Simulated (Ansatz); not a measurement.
Start from C (space group R-3, No. 148; a = 6.318 Å, c = 3.846 Å (hexagonal axes); a hypothetical phase, not in the database extracts checked). Axes: x lies along a and z along c of the hexagonal cell.

The change: uniaxial strain ε_xx = −1.47 %, all other strain components held at zero; the atoms relax in the strained cell.

Levels (all Ansatz, a program for electronic structure, PAW): PBEsol (420 eV, without spin-orbit coupling); r2SCAN (500 eV, scalar-relativistic without spin-orbit coupling).

The geometry is relaxed with PBEsol.

- PBEsol smallest direct gap = 4.66 eV
- PBEsol lowest conduction level above the VBM at special points = Z 3.12 eV; U₂ 3.15 eV; T₂ 3.42 eV; Y 4.21 eV
- PBEsol pressure = 6.30 GPa

What does r2SCAN give at this geometry for the smallest direct gap, lowest conduction level above the VBM at special points and pressure?

The smallest direct gap grows by 0.31 eV to 4.97 eV; the lowest conduction level above the VBM at special points becomes Z 3.39 eV; U₂ 3.43 eV; T₂ 3.71 eV; Y 4.61 eV (PBEsol: Z 3.12 eV; U₂ 3.15 eV; T₂ 3.42 eV; Y 4.21 eV); the pressure rises by 4.83 GPa to 11.13 GPa.

Single points use the geometry relaxed with PBEsol. Their cutoffs differ, which shifts pressures a little. Stability against distortions was not tested. Labels are those of the standard path for the cell's own space group.
